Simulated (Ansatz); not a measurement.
## InSe: pressure series

Start from InSe in the beta-GaS type structure (space group P6_3/mmc, No. 194; a = 4.016 Å, c = 16.926 Å; layered, stacked along the Cartesian z axis).

Cell and atoms are relaxed at each pressure.

Calculations: r2SCAN+rVV10 in Ansatz (plane waves to 500 eV, PAW, without spin-orbit coupling), earlier PAW set.

| case | gap character | electron mass | width of the top valence band |
|---|---|---|---|
| base | direct at Γ | 0.085 mₑ along c, 0.14 mₑ across (at Γ) | 1.76 eV |
| pressure −1 GPa | direct at Γ | 0.12 mₑ along c, 0.15 mₑ across (at Γ) | 1.63 eV |
| pressure 0.9 GPa | direct at Γ | 0.079 mₑ along c, 0.14 mₑ across (at Γ) | 1.82 eV |
| pressure 2.1 GPa | direct at Γ | 0.078 mₑ along c, 0.14 mₑ across (at Γ) | 1.89 eV |
| pressure 4.5 GPa | direct at Γ | 0.082 mₑ along c, 0.14 mₑ across (at Γ) | 1.98 eV |
| pressure 22.5 GPa | indirect, K–Γ (80 % along) → K | 0.27 mₑ along c, 0.30 mₑ across (at K) | 2.37 eV |
| pressure 30 GPa | – | – | – |

A case with no gap was solved on a k-mesh chosen for an insulator, which is coarse for it. Load acts through the strain it causes; cell and atoms are relaxed under it. Masses are band curvatures over ±0.01 Å⁻¹ around the edge. No phonon test of stability was made. Competing high-pressure phases were not computed. The final runs are not spin-polarised.

Ansatz is a first-principles code.
